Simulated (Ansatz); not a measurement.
## Defect calculation: F on the O site in corundum

Calculation: PBE, PAW (plane waves to 420 eV; Ansatz, a program for electronic structure). Cell: 120 sites, 2×2×1; final energies on a 2×2×2 Γ-centred mesh. Site at the start: the O site. Finite-size correction: monopole term and site-potential alignment. Dielectric constants: PBE linear response of the host. Host gap at this level: 5.85 eV. A cell of this size leaves errors of a few tenths of an eV. The semilocal functional narrows the gap, so deep levels can fall outside it. Spin–orbit coupling is left out. Each state is the lowest found from its start.

```json
[
 {"charge": "+1", "moment (μB)": "not spin-polarised", "point group": "C2", "largest move off a lattice site (Å)": "0.15", "image correction with alignment (eV)": "0.17"},
 {"charge": "0*", "moment (μB)": "quenched", "point group": "C2", "largest move off a lattice site (Å)": "0.15", "image correction with alignment (eV)": "–"},
 {"charge": "−1†", "moment (μB)": "not spin-polarised", "point group": "–", "largest move off a lattice site (Å)": "1.13", "image correction with alignment (eV)": "0.14"}
]
```

* At this level the carrier isn't localised at the defect: at charge 0 electrons occupy the conduction band. Such a state is shallow or no state of the defect, and this cell gives it no level.

† Not settled in this cell, so no level is given: charge −1: level within 0.1 eV of a band edge or past it.

Point groups are those of the whole cell at tolerances of 0.03 and 0.1 Å ("near" where only the looser one holds); none is given for unsettled states.

Starting moments that weren't kept: charge 0 began with 1 μB and ended with 0.0.

Flagged in the runs: a host whose relaxation on this sampling wasn't shown to rest.

All states together cost very roughly 80 core-minutes.
